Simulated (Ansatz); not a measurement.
Take PbSe in the rock salt structure (space group Fm-3m, No. 225; a = 6.1780 Å) as the base. Axes: x, y, z lie along the cube axes.

Now apply this change: a pure shear with ε_xy = ε_yx = 0.0143, atoms relaxed at fixed cell.

Level of theory: Ansatz (a program for electronic structure), r2SCAN, PAW, cutoff 500 eV, no SOC.

### Question
Give the band edges at the high-symmetry points of the new zone, measured from its valence-band maximum.

### Answer
```json
[
 {"point": "Γ", "valence edge (eV)": "-1.83", "conduction edge (eV)": "4.90"},
 {"point": "X", "valence edge (eV)": "-3.12", "conduction edge (eV)": "4.10"},
 {"point": "F₂", "valence edge (eV)": "-2.36", "conduction edge (eV)": "3.48"},
 {"point": "Σ₀", "valence edge (eV)": "-2.36", "conduction edge (eV)": "3.48"},
 {"point": "Y₀", "valence edge (eV)": "-2.45", "conduction edge (eV)": "3.78"},
 {"point": "U₀", "valence edge (eV)": "-2.45", "conduction edge (eV)": "3.78"},
 {"point": "R", "valence edge (eV)": "-0.12", "conduction edge (eV)": "0.52"},
 {"point": "W", "valence edge (eV)": "-0.87", "conduction edge (eV)": "2.14"},
 {"point": "S", "valence edge (eV)": "0.00", "conduction edge (eV)": "0.67"},
 {"point": "T", "valence edge (eV)": "-3.26", "conduction edge (eV)": "4.09"}
]
```

The gap is 0.52 eV, indirect, S → R.

With Pb present, leaving out spin-orbit coupling can change the band edges. The cells carry an imposed strain or load. Stability against distortions was not tested. k-point labels follow each cell's own Brillouin zone.
